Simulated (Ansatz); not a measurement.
A self-consistent single point of the (100) slab of BaTiO3 (cut from a parent of space group no. 38; 10 atoms in the cell) with Ansatz (a program for electronic structure).

Level of theory: LDA (PW92), default PAW files made with PBE (plane waves; Ansatz).

```
BaTiO3
1.0
    4.07763     0.00000     0.00000
   -4.09574     4.07759     0.00000
    0.00000     0.00000    20.00492
Ba O Ti
2 6 2
Direct
  0.00000   0.00341   0.44997
  0.00000   0.00341   0.65009
  0.48708   0.97843   0.34991
  0.51292   0.49135   0.34991
  0.00000   0.48820   0.44997
  0.48708   0.97843   0.55003
  0.51292   0.49135   0.55003
  0.00000   0.48820   0.65009
  0.00000   0.51850   0.34991
  0.00000   0.51850   0.55003
```

Reference input (self-consistent single point, DFT, LDA (PW92), plane waves, default PAW files made with PBE): basis.ecutwfc = 30.9 Ry; kpoints.mp_grid.grid = 6 6 1; hamiltonian.xc = lda; hamiltonian.pseudopotentials = {kind: paw} (the program's default PAW files); scf.occupations.method = fermi_dirac; scf.occupations.width = 0.0037 Ry. This run's input differs from it in these lines:

Ansatz 0.2 input:
```diff
@@ -17,3 +17,3 @@
 basis:
-  ecutwfc: 30.9 Ry
+  ecutwfc: 15.4 Ry
 kpoints:
```

Output (repeated stretches shortened):

```
SCF iter   1: F=—  HF=-19769.823545 eV  |F-HF|=—  |Δ(HF+E_count)|=         —  Δρ=8.19e-2  dr2=1.16e1  ethr=1.77e-3  ⟨swp⟩=9.4  Hψ=3060  notcnv=0  defer=1
all-band conjugate gradients solve this SCF's bands
preconditioner: auto → Resta (q_TF=auto, 2.152 Å⁻¹)
SCF iter   2: F=—  HF=-19766.486081 eV  |F-HF|=—  |Δ(HF+E_count)|=    3.34e0  Δρ=3.39e-2  dr2=3.64e0  ethr=1.77e-3  ⟨swp⟩=3.0  Hψ=1859  notcnv=0  defer=21
   [... lines left out ...]
SCF iter   8: F=—  HF=-19765.681811 eV  |F-HF|=—  |Δ(HF+E_count)|=   1.57e-5  Δρ=6.58e-5  dr2=1.40e-5  ethr=1.74e-7  ⟨swp⟩=2.0  Hψ=947  notcnv=0  defer=22
SCF iter   9: F=—  HF=-19765.681812 eV  |F-HF|=—  |Δ(HF+E_count)|=   1.40e-6  Δρ=1.75e-5  dr2=1.19e-6  ethr=1.74e-8  ⟨swp⟩=2.0  Hψ=894  notcnv=0  defer=22
SCF iter  10: F=—  HF=-19765.681813 eV  |F-HF|=—  |Δ(HF+E_count)|=   1.75e-7  Δρ=8.08e-6  dr2=2.80e-7  ethr=1.48e-9  ⟨swp⟩=2.0  Hψ=940  notcnv=0  defer=22
SCF iter  11: F=-19765.681813 eV  HF=-19765.681813 eV  |F-HF|=4.24e-8  |Δ(HF+E_count)|=   1.29e-8  Δρ=4.47e-6  dr2=9.30e-8  ethr=1.25e-10  ⟨swp⟩=14.5  Hψ=2788  notcnv=0
SCF 1 converged in 11 iterations: F = -19765.681813 eV  dr2 = 9.30e-8
Free energy (F): -19765.681813 eV
Internal energy: -19765.681813 eV  (E = F + TS)
E sigma→0 (E₀):  -19765.681813 eV
Fermi energy:    2.263146 eV
--- Forces (eV/Å), atoms counted from 1 ---
  atom   1  Ba    -0.11626721     0.11575186    -0.75230054
  atom   2  Ba    -0.12327062     0.12272422    -0.89883440
  atom   3  O      0.13187864     0.06196128    -0.29466624
  atom   4  O     -0.06137483    -0.13215258    -0.29466624
  atom   5  O     -0.07037812     0.07006618    -1.32752329
  atom   6  O      0.14380264     0.95885055     0.10238202
  atom   7  O     -0.95820228    -0.14806071     0.10238202
  atom   8  O      0.03028100    -0.03014678    -1.64040901
  atom   9  Ti     0.12735475    -0.12679025     3.48920156
  atom  10  Ti     0.89618592    -0.89221361     1.50652813
--- Stress (GPa, compression-positive) ---
       -6.222160       0.132257      -0.281218
        0.132257      -6.220985       0.279972
       -0.281218       0.279971      -5.825472
  P = ⅓ Tr σ = -6.0895 GPa (-60.895 kbar)
  The stress holds the Pulay correction. Without it, at fixed plane waves, as pw.x and ABINIT print it: P = -74.8452 GPa
```

The run converged in 11 iterations. Against the reference run the free energy goes up by 3.99 eV/atom, the largest force goes from 3.261 to 3.494 eV/Å and the gap on the mesh goes from 1.566 to 1.704 eV.

The starting cell comes from a database of computed structures (which also holds hypothetical and non-ambient phases and stackings), without a prior relaxation at this level. The slab is cut from that crystal, and its faces are unrelaxed. Its lattice was rescaled by up to half a per cent. Spin polarisation is off, though cut faces can carry moments; a gap of a slab can lie between surface states. The two faces of this cut differ, and no dipole correction was used. Forces in this geometry exceed 1 eV/Å. The cutoff lies below the one recommended for these files.
